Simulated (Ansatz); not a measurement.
fcc Cu (1 1 1) on zinc-blende CuI (1 1 1) (film strained to the substrate, started from cuts of the bulks and a machine-learned relaxation; slabs Cu4I4 and Cu15, which can lie off the formulas)

A periodic stack without vacuum, fcc Cu (1 1 1) on zinc-blende CuI (1 1 1) (film strained to the substrate, started from cuts of the bulks and a machine-learned relaxation; slabs Cu4I4 and Cu15, which can lie off the formulas): substrate slab Cu4I4, film Cu15, surface cells [[1, -1], [0, 1]] and [[1, -2], [1, 1]], film strained by -3.3 and -3.3 %, outermost planes Cu/I and Cu/Cu as cut, which need not be the usual terminations and can put a slab off its formula.

The start was prepared with a machine-learned potential, and the result is one local minimum, with the in-plane cell held and forces under 0.04 eV/Å; the film can end far from its bulk form.

Calculation: PBE (plane waves to 420 eV, PAW; Ansatz, a program for electronic structure). No spin–orbit coupling; the runs are not spin-polarised; PBE gaps are too small against experiment. Its k-point mesh 8×8×1, Fermi–Dirac width 0.05 eV.

```
Property                                                                                    Value
--------------------------------------------------------------------------------  ---------------
interface area                                                                            16.0 Å²
period                                                                                    25.32 Å
heights between the nearest atoms of the two slabs at the two interfaces          2.83 and 2.04 Å
Cu–Cu contacts across the interfaces within 1.22 times the sum of covalent radii   3, mean 2.51 Å
Cu–I contacts across the interfaces within 1.22 times the sum of covalent radii    1, mean 2.84 Å
```

```
CELL_PARAMETERS angstrom
      4.29880    -0.00011    -0.05921
     -2.14947     3.72326     0.01762
      0.90695    -1.01191    25.31621
ATOMIC_POSITIONS crystal
  Cu 0.09695 0.20859 0.03299
  Cu 0.43254 0.92673 0.18474
  Cu 0.77025 0.63489 0.32420
  Cu 0.10859 0.34262 0.46321
  I  0.43076 0.89217 0.08237
  I  0.76659 0.60372 0.22098
  I  0.10500 0.31203 0.35971
  I  0.44279 0.01963 0.49878
  Cu 0.43489 0.06379 0.61070
  Cu 0.10150 0.39863 0.61569
  Cu 0.76821 0.73210 0.61603
  Cu 0.43389 0.42028 0.69823
  Cu 0.10357 0.75914 0.69838
  Cu 0.76691 0.09022 0.69822
  Cu 0.43403 0.78080 0.78219
  Cu 0.09983 0.11539 0.78290
  Cu 0.76789 0.44880 0.78228
  Cu 0.43337 0.13975 0.86665
  Cu 0.09928 0.47604 0.86699
  Cu 0.76486 0.80607 0.86701
  Cu 0.43125 0.49919 0.95106
  Cu 0.09667 0.83273 0.95260
  Cu 0.76435 0.16704 0.95116
```
